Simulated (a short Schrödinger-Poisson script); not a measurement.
Structure: MOS inversion layer, SiO2 on p-type Si(110), at 300 K.

```tsv
layer	material	thickness (nm)	Na (cm⁻³)
1	SiO2	2.3	-
2	Si	910	2.2e17
```

The device is made up for the run: typed textbook-type constants, with dimensions and the other settings drawn at random. SiO2: permittivity 3.9, conduction-band edge (eV) 3.15, gap (eV) 9, electron mass (mₑ) 0.5. Si: permittivity 11.7, conduction-band edge (eV) 0, gap (eV) 1.124, Nv at 300 K (cm⁻³) 3.1e19.

Channel valleys (confinement mass, in-plane density-of-states mass, number): Δ4 0.315, 0.324, 4; Δ2 0.19, 0.417, 2. At the gate the conduction-band edge of layer 1 lies 3.6 eV − eVg above the Fermi level of the channel; the field vanishes at the back. Gaps are held at their typed values at every temperature. Mesh 0.03 nm at interfaces.

Solved with a short Schrödinger-Poisson script written for these runs: 1D Poisson equation in equilibrium, electrons classical, Fermi-Dirac, parabolic valleys, classical holes, full ionisation, no traps, pinning or gate leakage.

The same stack at other levels of the model or other numerical settings:

```
run                                        sheet density of all electrons at Vg = 2.1 V (cm⁻²)  sheet density of all electrons at Vg = 0.9 V (cm⁻²)  capacitance at Vg = 2.1 V (μF/cm²)  centroid of the channel electrons at Vg = 2.1 V (nm)  rough cost against the base
-----------------------------------------  ---------------------------------------------------  ---------------------------------------------------  ----------------------------------  ----------------------------------------------------  ---------------------------
base                                                                                   1.25e13                                              2.41e12                                1.38                                                  0.64                      about 1
electrons treated as classical, Boltzmann                                              1.30e13                                                    …                                1.45                                                  0.43                          0.2
electrons treated as quantum, Hartree                                                  1.07e13                                              1.71e12                                   …                                                     …                            6
mesh six times as coarse                                                               1.24e13                                              2.37e12                                1.37                                                  0.72                          0.3
```

Problem. Complete the blanks.

Solution. 
- electrons treated as classical, Boltzmann, sheet density of all electrons at Vg = 0.9 V (cm⁻²): 2.46e12
- electrons treated as quantum, Hartree, centroid of the channel electrons at Vg = 2.1 V (nm): 1.85
- electrons treated as quantum, Hartree, capacitance at Vg = 2.1 V (μF/cm²): 1.25

The classical rows ignore confinement, and Boltzmann statistics overrate the density once the band edge passes the Fermi level.
